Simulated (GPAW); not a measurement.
Input and output of a self-consistent single point for AlCo₃ (P6_3/mmc, 8 atoms in the cell) (GPAW).

Computed with PBEsol, GPAW PAW datasets PBEsol (made by gpaw-setup) (plane waves; GPAW).

```yaml
crystal:
  lattice:
    - [5.18853, 0.00000, 0.00000]
    - [-2.59427, 4.49340, 0.00000]
    - [0.00000, 0.00000, 4.17758]
  atoms:
    - { symbol: Al, position: [0.66667, 0.33333, 0.25000] }
    - { symbol: Al, position: [0.33333, 0.66667, 0.75000] }
    - { symbol: Co, position: [0.16488, 0.32976, 0.25000], spin: 3.0 }
    - { symbol: Co, position: [0.83512, 0.67024, 0.75000], spin: 3.0 }
    - { symbol: Co, position: [0.83512, 0.16488, 0.75000], spin: 3.0 }
    - { symbol: Co, position: [0.16488, 0.83512, 0.25000], spin: 3.0 }
    - { symbol: Co, position: [0.67024, 0.83512, 0.25000], spin: 3.0 }
    - { symbol: Co, position: [0.32976, 0.16488, 0.75000], spin: 3.0 }
```
(The spins are starting values, not results.)

Reference input (self-consistent single point, DFT LDA (Perdew-Wang 92), plane waves, GPAW PAW datasets LDA (gpaw-data 1.0.1)): spinpol = true; mode = pw; ecut = 800 eV; xc = LDA; kpts = 5 5 5; mesh shift (steps) = 0 0 0; occupations.name = methfessel-paxton; occupations.width = 0.05 eV; occupations.order = 0; nbands = -14; convergence.density = 1e-05 e/electron; convergence.energy = 1e-05 eV/electron. This run's input differs from it in these lines:

```diff
@@ -22,3 +22,3 @@
             mode={'name': 'pw', 'ecut': 800},
-            xc='LDA',
+            xc='PBEsol',
             kpts=(5, 5, 5),
```

Its files differ too (potentials: GPAW PAW datasets PBEsol (made by gpaw-setup)).

Log, with long lists cut:

```
     iter     time        total  log10-change:  magmom
                         energy   eigst   dens
iter:   1 --:--:--   -60.850009                   +18.0404
iter:   2 --:--:--   -62.666884   -0.78  -1.54    +12.7354
iter:   3 --:--:--   -63.073953   -1.90  -1.56    +8.9692
iter:   4 --:--:--   -63.066788   -2.03  -1.64    +8.1210
iter:   5 --:--:--   -63.117599   -2.46  -1.91    +7.8714
   [... 2 lines left out ...]
iter:   8 --:--:--   -63.108867   -3.19  -2.41    +7.6776
iter:   9 --:--:--   -63.110616   -3.87  -2.66    +7.6481
iter:  10 --:--:--   -63.109667   -4.02  -2.71    +7.6204
   [... lines left out ...]
iter:  34 --:--:--   -63.109751c  -7.89c -4.30    +7.5789
iter:  35 --:--:--   -63.109751c  -8.78c -4.48    +7.5792
iter:  36 --:--:--   -63.109752c  -7.89c -4.53    +7.5794
iter:  37 --:--:--   -63.109752c  -8.48c -4.76    +7.5793
iter:  38 --:--:--   -63.109753c  -8.34c -4.82    +7.5796
   [... 3 lines left out ...]
iter:  42 --:--:--   -63.109756c  -9.19c -4.76    +7.5797
iter:  43 --:--:--   -63.109757c  -8.77c -4.75    +7.5797
iter:  44 --:--:--   -63.109756c  -8.46c -4.64    +7.5797
iter:  45 --:--:--   -63.109755c  -8.51c -4.81    +7.5797
iter:  46 --:--:--   -63.109754c  -8.91c -5.10c   +7.5797
Converged after 46 iterations.

Dipole moment: (-0.000000, -0.000000, -0.000000) |e|*Ang

Total magnetic moment: (0.000000, 0.000000, 7.579706)
Local magnetic moments:
   0 Al ( 0.000000,  0.000000, -0.058386)
   1 Al ( 0.000000,  0.000000, -0.058386)
   2 Co ( 0.000000,  0.000000,  1.324623)
   3 Co ( 0.000000,  0.000000,  1.324623)
   4 Co ( 0.000000,  0.000000,  1.324623)
   5 Co ( 0.000000,  0.000000,  1.324623)
   6 Co ( 0.000000,  0.000000,  1.324623)
   7 Co ( 0.000000,  0.000000,  1.324623)

Energy contributions relative to reference atoms: (reference = -240393.418405)

Kinetic:        +38.553796
Potential:      -28.662408
External:        +0.000000
XC:             -72.512742
Entropy (-ST):   -0.010076
Local:           -0.483362
SIC:             +0.000000
--------------------------
Free energy:    -63.114792
   [... lines left out ...]
Fermi level: 9.13484
No gap
   [... lines left out ...]
  2 Co    0.00000   -0.01859    0.00000
  3 Co   -0.00000    0.01859    0.00000
  4 Co    0.01610   -0.00930    0.00000
  5 Co   -0.01610    0.00930   -0.00000
  6 Co    0.01610    0.00930    0.00000
  7 Co   -0.01610   -0.00930    0.00000

Stress tensor:
     0.110061     0.000000     0.000000
     0.000000     0.110061     0.000000
     0.000000     0.000000     0.102991
Stress (GPa, Voigt): [17.6337 17.6337 16.501   0.      0.      0.    ]
```

The run converged in 46 iterations. GPAW prints stress with tension positive. Against the reference run the pressure goes from -23.29 to -17.26 GPa, the largest force goes from 0.064 to 0.019 eV/Å and the size of the net moment hardly changes (0.93 to 0.95 μB/atom).

The starting cell comes from a database of computed structures (which also holds hypothetical and non-ambient phases and stackings), without a prior relaxation at this level. Its lattice was rescaled by a random factor within 2.5 % of one. The magnetic order is the one reached from the typed start; others were not searched systematically. With a pressure of about -17 GPa the cell is away from its equilibrium volume at this level.

Cost on one core of a shared machine: roughly 5 min.
